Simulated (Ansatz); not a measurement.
**PBE against PBEsol: hypothetical CsCl type MoP, biaxial strain −2.58 %, plane normal [110], relaxed out of plane**

The reference is MoP in the CsCl type structure (space group Pm-3m, No. 221; a = 3.0038 Å; a hypothetical phase, not in the database extracts checked; relaxed with 0.1 eV smearing). Axes: x, y, z lie along the cube axes.

(Cell as relaxed with PBE.)

Levels (all Ansatz, a quantum-chemistry and plane-wave program, PAW): PBE (420 eV, no spin-orbit coupling); PBEsol (420 eV, without spin-orbit coupling).

Each level relaxes its own structure.

```tsv
base	PBE	PBEsol
volume per atom	13.55 Å³	13.17 Å³
lattice parameter a	3.004 Å	2.975 Å
band gap	zero	zero
```

One thing is altered: biaxial strain −2.58 %, plane normal [110], relaxed out of plane (Cartesian); in-plane vectors clamped, the third vector and the atoms free.

```tsv
quantity	PBE	PBEsol
volume per atom	13.12 Å³	12.74 Å³
mean in-plane stress (compression positive)	+13.1 GPa	+14.4 GPa
energy relative to the base (free energy F)	+27 meV/atom	+29 meV/atom
```

PBE's volume per atom lies 0.38 Å³ above PBEsol's (3.0 %); PBE's in-plane stress lies 1.3 GPa below PBEsol's; PBE's energy relative to the base lies 1.9 meV/atom below PBEsol's. Neither level is exact; PBEsol is the comparison here, not a measurement.

Whether these cells are dynamically stable was not tested. The final runs are not spin-polarised. An odd electron count without spin: MoP.
